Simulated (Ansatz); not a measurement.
Base system: GaN in the wurtzite structure (space group P6_3mc, No. 186; a = 3.1826 Å, c = 5.1853 Å).

Levels (all Ansatz, a program for electronic structure, PAW): PBEsol (420 eV, scalar-relativistic without spin-orbit coupling); r2SCAN (500 eV, scalar-relativistic without spin-orbit coupling); HSE06 (420 eV, no SOC).

One geometry, relaxed with PBEsol, under each level:

```json
[
 {"level": "PBEsol", "band gap": "1.88 eV", "lowest conduction level above the VBM at special points": "Γ 1.88 eV; A 4.21 eV; L 4.30 eV; M 4.94 eV", "electron mass": "0.16 mₑ along c, 0.17 mₑ across (at Γ)", "pressure": "0.00 GPa"},
 {"level": "r2SCAN", "band gap": "2.35 eV", "lowest conduction level above the VBM at special points": "Γ 2.35 eV; A 4.78 eV; L 4.90 eV; M 5.59 eV", "electron mass": "0.17 mₑ along c, 0.19 mₑ across (at Γ)", "pressure": "0.00 GPa"},
 {"level": "HSE06", "band gap": "3.19 eV", "lowest conduction level above the VBM at special points": "Γ 3.19 eV; A 5.68 eV; L 5.68 eV", "electron mass": "–", "pressure": "–"}
]
```

Single points use the geometry relaxed with PBEsol. Their cutoffs differ, which shifts pressures a little. Effective masses come from finite differences of ±0.01 Å⁻¹. Stability against distortions was not tested.
